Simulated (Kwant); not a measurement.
Model: Hückel tight-binding model, one pz orbital an atom, one spin, coherent transport at 0 K (Kwant). Conductance is in e²/h.

Device: π system C1=CC=CC=CC=C1 between two chain leads. The π system is taken as planar. Atoms are numbered from 0 in the order of the SMILES. Site energies (eV, carbon 0): [0.0, 0.0, 0.0, 0.0, 0.0, 0.0, 0.0, 0.0]. Bonds (i, j, β in eV): (0,1,-2.7) (1,2,-2.7) (2,3,-2.7) (3,4,-2.7) (4,5,-2.7) (5,6,-2.7) (6,7,-2.7) (7,0,-2.7). Leads: chains of hopping −4.1 eV, joined by −0.81 eV to atoms 0 and 1.

Site energies and bond integrals are typed Hückel values.

Sweep values stay those of the base run.

One input was changed, with this effect: transmission at E = 0 < 1e-12 → 1.00; mean G over the sweep 0.032 → 0.081 e²/h.

Task: Which change was it?
A) contacts moved from atoms [0, 1] to [0, 4]
B) contacts moved from atoms [0, 1] to [0, 2]
C) contacts moved from atoms [0, 1] to [0, 3]

Result: A, contacts moved from atoms [0, 1] to [0, 4]
